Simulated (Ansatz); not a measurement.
Take Ir in the simple cubic structure (space group Pm-3m, No. 221; a = 2.542 Å; a hypothetical phase, not in the database extracts checked; relaxed with 0.1 eV smearing) as the base.

Perturbation: every lattice vector is stretched by 3.93 %, atoms relaxed at fixed cell.

Levels (all Ansatz, an electronic-structure program, PAW): PBEsol (420 eV, no SOC); PBEsol+SOC (420 eV, spin-orbit coupling included).

The geometry is relaxed with PBEsol.

```
Item                Result
---------------  ---------
PBEsol pressure  -23.8 GPa
```

With PBEsol+SOC at the same geometry, the pressure rises by 1.4 GPa, from -23.8 GPa to -22.4 GPa.

Single points use the geometry relaxed with PBEsol. Differences between runs with and without spin-orbit coupling are approximate. The cells carry an imposed strain or load. No phonon test of stability was made. The runs without spin-orbit coupling are not spin-polarised. Ir has a high density of states at the Fermi level and may be magnetic at this level.
